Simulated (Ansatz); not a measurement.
# Fe in the bcc (W type) structure (space group Im-3m, No. 229; ferromagnetic)

Fe is taken in the cubic space group Im-3m (No. 229), the bcc (W type) structure, Pearson symbol cI2. Cell: a = b = c = 2.787 Å, α = β = γ = 90.00°. Fe on 2a is surrounded by 8 Fe at 2.414 Å and 6 Fe at 2.787 Å. (Neighbours: up to the widest gap in distance over summed covalent radii, below 1.35, at either atom.)
(The calculation used a cell of 1 atom; values per cell refer to that cell.)

Method: PBEsol (Ansatz, an electronic-structure program; PAW; 420 eV plane waves; spin-orbit coupling left out). k-mesh 23×23×23 (Γ-centred); smearing 0.05 eV (Fermi–Dirac).

```json
{
  "volume_per_atom": "10.82 Å³",
  "density": "8.57 g/cm³",
  "band_gap": "zero",
  "magnetic_state": "ferromagnetic",
  "total_energy": "-4448.848 eV/atom (σ→0; compares only within this code and set-up)"
}
```

The magnetic state is the one reached from the starting moments; the real material's order can differ, and small cells can't hold many antiferromagnetic ones. Stability against distortions was not tested.
